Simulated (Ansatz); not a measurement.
The structure below was relaxed with Ansatz (a quantum-chemistry and plane-wave program) PBEsol, scalar-relativistic without spin-orbit coupling, earlier PAW set.

```
Al3GaAs4
1.0
    4.01105     0.00000     0.00000
    0.00000     4.01105     0.00000
    0.00000     0.00000    11.33727
As Al Ga
4 3 1
Direct
  0.50000   0.00000   0.37480
  0.00000   0.50000   0.12492
  0.50000   0.00000   0.87508
  0.00000   0.50000   0.62520
  0.00000   0.00000   0.75033
  0.50000   0.50000   0.50000
  0.00000   0.00000   0.24967
  0.50000   0.50000   0.00000
```

Task: Find the space group and the Wyckoff positions.

Result: Space group P-4m2 (No. 115); a = 4.011 Å, b = 4.011 Å, c = 11.337 Å, α = 90.00°, β = 90.00°, γ = 90.00°

```tsv
atom	site	symmetry	x	y	z
As	2g	2mm.	0.5000	0.0000	0.3748
As	2g	2mm.	0.0000	0.5000	0.1249
Al	2e	2mm.	0.0000	0.0000	0.2497
Al	1c	-4m2	0.5000	0.5000	0.5000
Ga	1b	-4m2	0.5000	0.5000	0.0000
```

Task: Describe the coordination.

Result: The crystal has 8 atoms in its conventional cell. Lattice parameters: a = b = 4.0111 Å, c = 11.3373 Å, α = β = γ = 90.00°. As1 is surrounded by 4 Al at 2.457 Å (tetrahedral). As2 is surrounded by 2 Al at 2.454 Å and 2 Ga at 2.455 Å (tetrahedral). Al1 is surrounded by 4 As at 2.454–2.457 Å (tetrahedral). Al2 is coordinated by 4 As at 2.457 Å (tetrahedral). Ga has 4 As at 2.455 Å (tetrahedral). (Neighbours: up to the widest gap in distance over summed covalent radii, below 1.35, at either atom; cation-cation and far metal-metal contacts left out.)

Each cell is one ordered arrangement of few atoms, which overstates ordering effects compared with a random alloy. Whether these cells are dynamically stable was not tested. The cell was made from GaAs by this change: x(Al) = 0.75, 8 atoms, P-4m2.
